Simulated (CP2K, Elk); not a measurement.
A CP2K input for a self-consistent single point of SnO (P4/nmm, 4 atoms in the cell) (DFT LDA (Pade form), GPW, DZVP-MOLOPT-SR-GTH basis, GTH-PADE potentials (GTH_POTENTIALS)):

```
&GLOBAL
  PROJECT sno
  RUN_TYPE ENERGY_FORCE
  PRINT_LEVEL LOW
&END GLOBAL
&FORCE_EVAL
  METHOD Quickstep
  STRESS_TENSOR ANALYTICAL
  &DFT
    BASIS_SET_FILE_NAME BASIS_MOLOPT
    POTENTIAL_FILE_NAME GTH_POTENTIALS
    &QS
      METHOD GPW
      EPS_DEFAULT 1E-10
    &END QS
    &MGRID
      CUTOFF 450
      REL_CUTOFF 60
      NGRIDS 4
    &END MGRID
    &SCF
      SCF_GUESS ATOMIC
      EPS_SCF 1E-6
      MAX_SCF 100
      ADDED_MOS 5
      &DIAGONALIZATION
        ALGORITHM STANDARD
      &END DIAGONALIZATION
      &MIXING
        METHOD BROYDEN_MIXING
        ALPHA 0.2
        NBUFFER 10
        BETA 1
      &END MIXING
      &SMEAR ON
        METHOD FERMI_DIRAC
        ELECTRONIC_TEMPERATURE [K] 232.09
      &END SMEAR
    &END SCF
    &KPOINTS
      SCHEME MONKHORST-PACK 7 7 6
      GAMMA_CENTERED T
    &END KPOINTS
    &XC
      &XC_FUNCTIONAL PADE
      &END XC_FUNCTIONAL
    &END XC
    &PRINT
      &MO
        EIGENVALUES T
        OCCUPATION_NUMBERS T
        NDIGITS 8
        FILENAME mo
        &EACH
          QS_SCF 0
        &END EACH
        ADD_LAST NUMERIC
      &END MO
      &MULLIKEN OFF
      &END MULLIKEN
    &END PRINT
  &END DFT
  &SUBSYS
    &CELL
      A 3.79126000 0.00000000 0.00000000
      B 0.00000000 3.79126000 0.00000000
      C 0.00000000 0.00000000 4.82886800
      PERIODIC XYZ
    &END CELL
    &COORD
      SCALED
      Sn       0.50000000     0.00000000     0.76200000
      Sn       0.00000000     0.50000000     0.23800000
      O        0.50000000     0.50000000     0.00000000
      O        0.00000000     0.00000000     0.00000000
    &END COORD
    &KIND Sn
      BASIS_SET DZVP-MOLOPT-SR-GTH-q4
      POTENTIAL GTH-PADE-q4
    &END KIND
    &KIND O
      BASIS_SET DZVP-MOLOPT-SR-GTH-q6
      POTENTIAL GTH-PADE-q6
    &END KIND
  &END SUBSYS
  &PRINT
    &FORCES ON
    &END FORCES
    &STRESS_TENSOR ON
    &END STRESS_TENSOR
  &END PRINT
&END FORCE_EVAL
```

**Question.** Give the Elk input for the same structure, mesh, smearing and functional.

**Answer.** This is the input that was run; spellings and numerical settings could be chosen otherwise.

```
tasks
  0

rmtscf
  0.89

swidth
  0.000734986

maxscl
  100

avec
    7.1644430672    0.0000000000    0.0000000000
    0.0000000000    7.1644430672    0.0000000000
    0.0000000000    0.0000000000    9.1252380120

sppath
  'species/'

atoms
  2
  'Sn.in'
  2
  0.5000000000  0.0000000000  0.7620000000    0.0 0.0 0.0
  0.0000000000  0.5000000000  0.2380000000    0.0 0.0 0.0
  'O.in'
  2
  0.5000000000  0.5000000000  0.0000000000    0.0 0.0 0.0
  0.0000000000  0.0000000000  0.0000000000    0.0 0.0 0.0

ngridk
  7 7 6
```

Basis settings and potentials, where a program has them, do not carry over. This input uses DFT, LDA (PW92), all-electron FP-LAPW, Elk's shipped species files, default APW+lo basis. LDA parametrisations can differ slightly between programs.

The starting cell has typed, rounded lattice constants, without a prior relaxation at this level. Its lattice was rescaled by a random factor within 2.5 % of one.
